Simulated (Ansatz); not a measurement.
**What holes 5.0×10^21 cm⁻³ does to MoSe2**

Consider MoSe₂ (space group P6_3/mmc, No. 194; a = 3.277 Å, c = 12.731 Å; layered, stacked along the Cartesian z axis).

One thing is altered: hole doping at 5.0×10^21 cm⁻³ (0.592 per cell), with a uniform compensating background at fixed cell and a 300 K Fermi–Dirac width.

All numbers come from Ansatz (a program for electronic structure), PBE-D3(BJ), PAW, cutoff 420 eV, spin-orbit coupling left out, earlier PAW set. Γ-centred 16×16×4 mesh, Fermi–Dirac width 0.0259 eV.

* **Gap between the host's bands**: 0.77 eV (base 0.74 eV)
* **Gap character**: indirect, Γ → k = (0.188, 0.188, 0) in the run's primitive reciprocal basis (base indirect, Γ → k = (0.188, 0.188, 0) in the run's primitive reciprocal basis)
* **Fermi level relative to the doped band's edge (positive inside the band; to 0.05 eV)**: +0.60 eV

Charged cell with a jellium background: band edges are those of the host's band count, energies are not comparable with the neutral cell, and many-body gap narrowing is missing. No phonon test of stability was made.
